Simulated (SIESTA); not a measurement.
Checking a run of SIESTA on AlAg (P1, 4 atoms in the cell). The aim is a self-consistent single point with DFT, GGA PBEsol, numerical atomic orbitals TZP, PseudoDojo PBEsol standard norm-conserving potentials (rewritten from UPF to PSML).

Cell that was meant: a = 4.4420 Å, b = 4.4420 Å, c = 4.4420 Å, α = 60.00°, β = 60.00°, γ = 60.00°.

Part of the input:

```
OccupationFunction           MP
OccupationMPOrder            0
ElectronicTemperature        200.0 meV
NetCharge                    1.0

MaxSCFIterations             150
SCF.Mixer.Method             Pulay
```

Output, abridged:

```
reinit: Reading from file input.fdf

reinit: System Name: AlAg
reinit: System Label: alag

   [... lines left out ...]
outcell: Cell angles (23,13,12) (deg):     60.0000     60.0000     60.0000
outcell: Cell volume (Ang**3)        :     61.9752
new_DM -- step:     1
Initializing Density Matrix...

Attempting to read DM from file... Failed...
DM filled with atomic data:
Note: For starting DM, Qtot, Tr[D*S] =         43.00000000         44.00000000

InitMesh: MESH = 48 x 48 x 48 = 110592
InitMesh: Mesh cutoff (required, used) =   400.000   484.084 Ry

stepf: Methfessel-Paxton step function
       Using Hermite-Gauss polynomials of order  0
        iscf     Eharris(eV)        E_KS(eV)     FreeEng(eV)     dDmax    Ef(eV) dHmax(eV)
   scf:    1    -8555.404084    -8548.156213    -8548.177203  1.631519 -2.928056  7.542891
   scf:    2    -8520.257233    -8541.563179    -8541.585073  0.532129 -3.685730 14.845243
   scf:    3    -8554.745926    -8550.759594    -8550.778674  0.332064 -3.330743  0.968670
   scf:    4    -8529.701660    -8542.531497    -8542.552513  0.290779 -3.555806 13.683338
   scf:    5    -8553.753266    -8550.835860    -8550.855021  0.296806 -3.381554  0.164476
   [... 3 lines left out ...]
   scf:    9    -8550.836415    -8550.836861    -8550.856019  0.001827 -3.386313  0.072826
   scf:   10    -8550.837200    -8550.837101    -8550.856265  0.001485 -3.383909  0.007049
   scf:   11    -8550.837102    -8550.837102    -8550.856268  0.000193 -3.383579  0.000738
   scf:   12    -8550.837102    -8550.837102    -8550.856268  0.000026 -3.383646  0.000135
SCF Convergence by DM+H criterion
max |DM_out - DM_in|         :     0.0000259381
max |H_out - H_in|      (eV) :     0.0001353039
SCF cycle converged after 12 iterations

Using DM_out to compute the final energy and forces

siesta: E_KS(eV) =            -8550.8371

siesta: E_KS - E_eggbox =     -8550.8371

siesta: Atomic forces (eV/Ang):
     1   -0.219962    0.079459    0.167283
     2    0.201762    0.080641   -0.052094
     3    0.179765    0.057402   -0.020787
     4   -0.158298   -0.217337   -0.094464
   Tot    0.003266    0.000165   -0.000062
   Max    0.219962
   Res    0.144298    sqrt( Sum f_i^2 / 3N )
   Max    0.219962    constrained

Stress tensor Voigt[x,y,z,yz,xz,xy] (kbar):      -28.92      -29.25      -29.41        4.78        4.19        0.46
   [... lines left out ...]
siesta: FreeEng =     -8550.856268
siesta: Cell volume =         61.975215 Ang**3
siesta:          29.19480328         28.56170056  kBar
   [... lines left out ...]

              0.058   0.079   0.058   0.079   0.221   0.220   0.105   0.221

              0.105

mulliken: Qtot =       43.000

Mulliken Atomic Populations:
Atom #   charge [q] valence [e]  Species
     1     0.121265    2.878735  Al
     2     0.121023    2.878977  Al
     3     0.377589   18.622411  Ag
     4     0.380123   18.619877  Ag
 Total     1.000000
```

Question: Is anything amiss in this input, and did it matter?

Answer: The run is not sound. The fault is an unintended net charge. A charged periodic cell changes the electron count and is neutralised by a uniform background, so energy, forces and pressure belong to another system. To fix it, remove the charge. The run converged in 12 iterations without an error; against the sound input the pressure goes from 8.55 to 2.92 GPa and the largest force goes from 0.275 to 0.288 eV/Å. The full log also holds: “madelung: WARNING: Charged system, but not an atom or molecule.” and “madelung: WARNING: Energy correction terms can not be applied.”.

An input that runs soundly differs in these lines (not the only fix; some lines may just follow from the change or write a value another way):
```diff
-NetCharge                    1.0
```

With that input, the run converged in 13 iterations: free energy E − TS -8553.7560 eV; Fermi level (on the code's own zero) -2.58 eV; pressure 8.55 GPa; largest force (vector length) 0.275 eV/Å (DFT, GGA PBEsol, numerical atomic orbitals TZP, PseudoDojo PBEsol standard norm-conserving potentials (rewritten from UPF to PSML)).

On the sound input: the starting cell was generated: these elements placed on a structure prototype, without a prior relaxation; it need not be a known phase or ordering of this composition. Its atoms were displaced at random from the sites of space group no. 227. Values carry the incompleteness of an atom-centred basis. With a pressure of about 9 GPa the cell is away from its equilibrium volume at this level.
